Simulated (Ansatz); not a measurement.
Ge₂Sb₂Te₅ (model structure, R-3m, No. 166, 9 atoms in the cell) was calculated with r²SCAN (plane waves, PAW; Ansatz, a quantum-chemistry and plane-wave program).

Numerical settings: plane-wave cutoff 560 eV, 10×10×10 k mesh, Fermi–Dirac smearing 0.01 eV, scalar-relativistic PAW data made under PBE.

Cell (relaxed at this level):

```
CELL_PARAMETERS angstrom
      2.13116     1.23043    17.75621
     -2.13116     1.23043    17.75621
      0.00000    -2.46086    17.75621
ATOMIC_POSITIONS crystal
  Te 0.00000 0.00000 0.00000
  Ge 0.69904 0.69904 0.69904
  Te 0.39728 0.39728 0.39728
  Sb 0.10207 0.10207 0.10207
  Te 0.80068 0.80068 0.80068
  Te 0.19932 0.19932 0.19932
  Sb 0.89793 0.89793 0.89793
  Te 0.60272 0.60272 0.60272
  Ge 0.30096 0.30096 0.30096
```

Q: Give the computed band gap and smallest direct gap on the k points sampled.

A: 
* **band gap**: 0.55 eV
* **smallest direct gap on the k points sampled**: 0.61 eV

Note: the relaxation could raise the start's symmetry but not lower it, so the cell can be a saddle point; the cell has widely spaced layers and the level no dispersion term, so their spacing and the moduli can rest on weak binding.

Spin–orbit coupling is not included; with these elements it can move the gap by several tenths of an eV or more.

Static lattice: no zero-point or thermal effects.

Cost on a shared machine: very roughly 9 core-minutes.

A model structure was made by putting elements into a prototype or built by hand; it is no filed structure, need not be a known phase, and can be a saddle point held by its symmetry.
